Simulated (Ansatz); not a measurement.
Consider NaF in the rock salt structure (space group Fm-3m, No. 225).

```xyz
2
Lattice="0.0000 2.3506 2.3506 2.3506 0.0000 2.3506 2.3506 2.3506 0.0000" Properties=species:S:1:pos:R:3 pbc="T T T"
Na     0.0000     0.0000     0.0000
F      2.3506     2.3506     2.3506
```

Calculations: plane-wave PAW DFT at the PBE level (Ansatz, a program for electronic structure, 420 eV), no spin-orbit coupling.

For the base:

The band gap is 6.09 eV.

One thing is altered: every lattice vector is shortened by 3.00 %, atoms relaxed at fixed cell.

Question: How does this affect the band gap?

Answer: The band gap rises by 0.497 eV to 6.58 eV.

Question: Estimate the effect on the energy relative to the base.

Answer: The energy grows by 16 meV/atom.

The cells carry an imposed strain or load. Whether these cells are dynamically stable was not tested.
